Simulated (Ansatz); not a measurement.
**Phonon-limited transport in LiPdH (P4/mmm)**

Consider the following.

```
CELL_PARAMETERS angstrom
      2.75632     0.00000     0.00000
      0.00000     2.75632     0.00000
      0.00000     0.00000     3.92420
ATOMIC_POSITIONS crystal
  Li 0.50000 0.50000 0.50000
  H  0.50000 0.50000 0.00000
  Pd 0.00000 0.00000 0.00000
```

Level of theory: PBEsol, DFPT electron-phonon coupling, linearised Boltzmann equation (plane waves, PAW, scalar-relativistic; Ansatz, an electronic-structure program). Cell: relaxed with this functional, without spin-orbit coupling.

```json
{
 "resistivity at 300 K": "7.7 (x), 7.7 (y), 6.6 (z) μΩ·cm",
 "resistivity at 77 K": "0.51 (x), 0.51 (y), 0.66 (z) μΩ·cm",
 "electron mean free path at 300 K (weighted by the current that each state carries)": "20 (x), 20 (y), 23 (z) nm",
 "electron-phonon coupling λ": "0.27",
 "transport coupling λ_tr": "0.46 (x), 0.46 (y), 0.25 (z)",
 "logarithmic_mean_phonon_energy": "40 meV",
 "density of states at the Fermi level": "0.22 states/(eV·spin·cell)",
 "drude_plasma_energy": "6.0 (x), 6.0 (y), 5.4 (z) eV"
}
```

A metal at this level (no band gap). Only scattering by harmonic phonons is included (no impurities, grain boundaries, electron-electron scattering or thermal expansion). Spin-orbit coupling is left out. The self-energy correction of the phonons between q points moved λ by about 3 %. Halving the electron mesh (32x32x24) moves the resistivity by up to 1 % at 300 K, the mean free path by up to 2 %, the coupling by up to 4 %. Smearing 0.20 eV; phonons on a 5x5x4 q mesh, which this run doesn't test and which matters most at low temperature.

Computed structure with no diffraction record at hand here (it may be known, metastable or hypothetical): LiPdH (P4/mmm).
